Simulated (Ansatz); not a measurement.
Ansatz (a first-principles code) run on Y10Si6B (P-31m, 17 atoms in the cell): self-consistent single point.

Method: PBEsol-D4, default PAW files made with PBE (plane waves; Ansatz).

```xyz
17
Lattice="8.5286 0.0000 0.0000 -4.2643 7.3860 0.0000 0.0000 0.0000 6.4289" Properties=species:S:1:pos:R:3 pbc="T T T"
Y      0.0000     4.9240     3.2144
Y      4.2643     2.4620     3.2144
Y      4.2643     2.4620     0.0000
Y      0.0000     4.9240     0.0000
Y     -3.2273     5.5898     1.7096
Y     -1.0370     1.7962     4.7193
Y      1.0370     1.7962     1.7096
Y      3.2273     5.5898     4.7193
Y      6.4546     0.0000     1.7096
Y      2.0741     0.0000     4.7193
Si    -1.6920     2.9307     1.6140
Si    -2.5723     4.4553     4.8149
Si     2.5723     4.4553     1.6140
Si     1.6920     2.9307     4.8149
Si     3.3841     0.0000     1.6140
Si     5.1446     0.0000     4.8149
B      0.0000     0.0000     3.2144
```

Reference input (self-consistent single point, DFT, PBEsol, plane waves, default PAW files made with PBE): basis.ecutwfc = 30.9 Ry; kpoints.mp_grid.grid = 3 3 4; hamiltonian.xc = pbesol; hamiltonian.pseudopotentials = {kind: paw} (the program's default PAW files); scf.occupations.method = gaussian; scf.occupations.width = 0.0147 Ry. This run's input differs from it in these lines:

```diff
@@ -31,2 +31,3 @@
   xc: pbesol
+  dispersion: d4
   pseudopotentials:
```

Output, abridged:

```
SCF iter   1: F=—  HF=-41847.180684 eV  |F-HF|=—  |Δ(HF+E_count)|=         —  Δρ=3.98e-3  dr2=1.94e-1  ethr=1.77e-3  ⟨swp⟩=5.5  Hψ=3490  notcnv=0
all-band conjugate gradients solve this SCF's bands
preconditioner: auto → Kerker (q_TF=auto, 2.277 Å⁻¹)
SCF iter   2: F=—  HF=-41847.152577 eV  |F-HF|=—  |Δ(HF+E_count)|=   2.81e-2  Δρ=1.87e-3  dr2=2.82e-2  ethr=1.41e-4  ⟨swp⟩=2.0  Hψ=1185  notcnv=0
SCF iter   3: F=—  HF=-41847.148396 eV  |F-HF|=—  |Δ(HF+E_count)|=   4.18e-3  Δρ=6.62e-4  dr2=3.50e-3  ethr=2.06e-5  ⟨swp⟩=2.5  Hψ=1020  notcnv=0
SCF iter   4: F=—  HF=-41847.147813 eV  |F-HF|=—  |Δ(HF+E_count)|=   5.84e-4  Δρ=1.28e-4  dr2=1.20e-4  ethr=2.56e-6  ⟨swp⟩=2.0  Hψ=1067  notcnv=0
SCF iter   5: F=—  HF=-41847.147792 eV  |F-HF|=—  |Δ(HF+E_count)|=   2.09e-5  Δρ=3.04e-5  dr2=5.32e-6  ethr=8.77e-8  ⟨swp⟩=2.1  Hψ=1052  notcnv=0
SCF iter   6: F=—  HF=-41847.147213 eV  |F-HF|=—  |Δ(HF+E_count)|=   5.79e-4  Δρ=6.60e-6  dr2=2.85e-7  ethr=3.88e-9  ⟨swp⟩=2.0  Hψ=1069  notcnv=0
SCF iter   7: F=-41847.147213 eV  HF=-41847.147213 eV  |F-HF|=3.76e-9  |Δ(HF+E_count)|=   8.64e-9  Δρ=1.44e-6  dr2=1.28e-8  ethr=7.30e-11  ⟨swp⟩=10.9  Hψ=3414  notcnv=0
SCF 1 converged in 7 iterations: F = -41847.147213 eV  dr2 = 1.28e-8
Free energy (F): -41847.147213 eV
Internal energy: -41846.942214 eV  (E = F + TS)
E sigma→0 (E₀):  -41847.044713 eV
Entropy (-TS):   -0.204999 eV (-12.059 meV/atom)
Fermi energy:    9.538303 eV
--- Forces (eV/Å), atoms counted from 1 ---
  atom   1  Y     -0.00000000    -0.00000000     0.00000000
  atom   2  Y      0.00000000     0.00000000     0.00000000
  atom   3  Y      0.00000000     0.00000000     0.00000000
  atom   4  Y      0.00000000    -0.00000000     0.00000000
  atom   5  Y      0.00324348    -0.00561787     0.02977430
  atom   6  Y     -0.00324348     0.00561787    -0.02977430
  atom   7  Y      0.00324348     0.00561787     0.02977430
  atom   8  Y     -0.00324348    -0.00561787    -0.02977430
   [... lines left out ...]
  atom  17  B      0.00000000     0.00000000     0.00000000
--- Stress (GPa, compression-positive) ---
       -4.230839       0.000000       0.000000
        0.000000      -4.230839      -0.000000
        0.000000      -0.000000      -3.888033
  P = ⅓ Tr σ = -4.1166 GPa (-41.166 kbar)
  The stress holds the Pulay correction. Without it, at fixed plane waves, as pw.x and ABINIT print it: P = -4.1307 GPa
```

The run converged in 7 iterations. Against the reference run the pressure goes from -2.92 to -4.12 GPa and the largest force hardly changes (0.058 to 0.056 eV/Å).

The starting cell comes from a database of computed structures (which also holds hypothetical and non-ambient phases and stackings), without a prior relaxation at this level. With a pressure of about -4 GPa the cell is away from its equilibrium volume at this level. Ansatz's pressure includes its estimate of the finite-basis (Pulay) stress.

Keys are those of Ansatz 0.2.
